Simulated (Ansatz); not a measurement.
Here is the system:

End structure of a constructed model of the (111)A surface of 3C silicon carbide, Si-terminated, (√3x√3)R30° Bi adatom at T4 (bottom of the slab: 3 H on 3 bottom sites):

```yaml
crystal:
  lattice:
    - [4.64569, 2.68219, 0.00000]
    - [-4.64569, 2.68219, 0.00000]
    - [0.00000, 0.00000, 27.50000]
  atoms:
    - { symbol: C, position: [0.00000, 0.00000, 0.33458] }
    - { symbol: C, position: [0.33333, 0.66667, 0.33458] }
    - { symbol: C, position: [0.66667, 0.33333, 0.33458] }
    - { symbol: Si, position: [0.00000, 0.33333, 0.35757] }
    - { symbol: Si, position: [0.33333, 0.00000, 0.35757] }
    - { symbol: Si, position: [0.66667, 0.66667, 0.35757] }
    - { symbol: C, position: [0.00000, 0.33215, 0.42641] }
    - { symbol: C, position: [0.33215, 0.00000, 0.42641] }
    - { symbol: C, position: [0.66785, 0.66785, 0.42641] }
    - { symbol: Si, position: [0.00000, 0.66407, 0.44941] }
    - { symbol: Si, position: [0.33593, 0.33593, 0.44941] }
    - { symbol: Si, position: [0.66407, 0.00000, 0.44941] }
    - { symbol: C, position: [0.00000, 0.66256, 0.51839] }
    - { symbol: C, position: [0.33744, 0.33744, 0.51839] }
    - { symbol: C, position: [0.66256, 0.00000, 0.51839] }
    - { symbol: Si, position: [0.00000, 0.00000, 0.53800] }
    - { symbol: Si, position: [0.33333, 0.66667, 0.54297] }
    - { symbol: Si, position: [0.66667, 0.33333, 0.54297] }
    - { symbol: C, position: [0.00000, 0.00000, 0.60371] }
    - { symbol: C, position: [0.33333, 0.66667, 0.61459] }
    - { symbol: C, position: [0.66667, 0.33333, 0.61459] }
    - { symbol: Si, position: [0.00000, 0.31462, 0.63441] }
    - { symbol: Si, position: [0.31462, 0.00000, 0.63441] }
    - { symbol: Si, position: [0.68538, 0.68538, 0.63441] }
    - { symbol: H, position: [0.00000, 0.00000, 0.29445] }
    - { symbol: H, position: [0.33333, 0.66667, 0.29447] }
    - { symbol: H, position: [0.66667, 0.33333, 0.29447] }
    - { symbol: Bi, position: [0.00000, 0.00000, 0.71582] }
```

Set-up: 28 atoms, 11.4 Å thick at the start with caps and adatoms (thin: gaps and levels are the slab's own); mesh 6x6x1; 0.025 eV smearing; dipole correction on; 6 atoms held, the rest relaxed; held to the start's symmetry, so lower structures may exist; no spin, no spin-orbit, no U. In PBE it is, or lies within 0.01 eV a 1x1 cell of, the lowest of the 2 structures of its composition computed so far; subsurface sites and larger cells were not tried.

Problem. What gap of the slab on its k-mesh does PBE (Ansatz, a program for electronic structure) give?

Solution. 1.66 eV

Problem. What highest filled level below the top vacuum level does PBE give?

Solution. 4.85 eV
